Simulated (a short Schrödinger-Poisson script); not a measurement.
## Symmetric double-gate stack, SiO2 on p-type InP

System: symmetric double-gate stack, SiO2 on p-type InP, at 300 K.

```tsv
layer	material	thickness (nm)	Na (cm⁻³)
1	SiO2	1.8	-
2	InP	4	4e17
3	SiO2	1.8	-
```

Constants are typed, rounded textbook-type inputs, not results; the design itself was drawn at random and stands for no fabricated device. SiO2: permittivity 3.9, conduction-band edge (eV) 3.48, gap (eV) 9, electron mass (mₑ) 0.5. InP: permittivity 12.5, conduction-band edge (eV) 0, gap (eV) 1.344, Nv at 300 K (cm⁻³) 1.1e19.

Channel valleys (confinement mass, in-plane density-of-states mass, number): Γ 0.08, 0.08, 1. At the gates, both at one voltage, the conduction-band edge of layer 1 lies 3.54 eV − eVg above the Fermi level of the channel. Gaps are held at their typed values at every temperature. Mesh 0.03 nm at interfaces.

Solved with a short Schrödinger-Poisson script written for these runs: 1D Poisson equation in equilibrium, electrons quantum, Hartree plus LDA exchange-correlation (BenDaniel-Duke, 12 states a valley, the channel's in-plane mass for all, wave functions ending at the dielectric), parabolic valleys, classical holes, full ionisation, no traps, pinning or gate leakage.

```tsv
Vg (V)	electrons (cm⁻²)	C (μF/cm²)	Γ E0 (meV)	Γ E1 (meV)
0.05	5.15e6	< 0.003	311.0	1191.9
0.1	3.62e7	< 0.003	260.6	1141.6
0.15	2.56e8	< 0.003	210.0	1091.0
0.2	1.85e9	0.0120	158.9	1040.1
0.25	1.35e10	0.0875	107.3	988.7
0.3	8.95e10	0.501	57.3	939.1
0.35	3.67e11	1.29	16.4	898.4
0.4	8.51e11	1.75	-13.4	868.3
0.45	1.43e12	1.94	-37.3	843.7
0.5	2.05e12	2.01	-58.8	821.5
0.55	2.68e12	2.04	-79.1	800.3
0.6	3.32e12	2.05	-98.8	779.7
0.65	3.96e12	2.05	-118.2	759.3
0.7	4.60e12	2.05	-137.5	739.0
0.75	5.24e12	2.05	-156.7	718.9
```

Gate voltages with under 1e6 electrons/cm² are left out.

Subbands count from the Fermi level. The capacitance is that of both gates.

Above a few 1e12 electrons/cm² a light Γ valley is non-parabolic and upper valleys begin to fill, which the model leaves out.
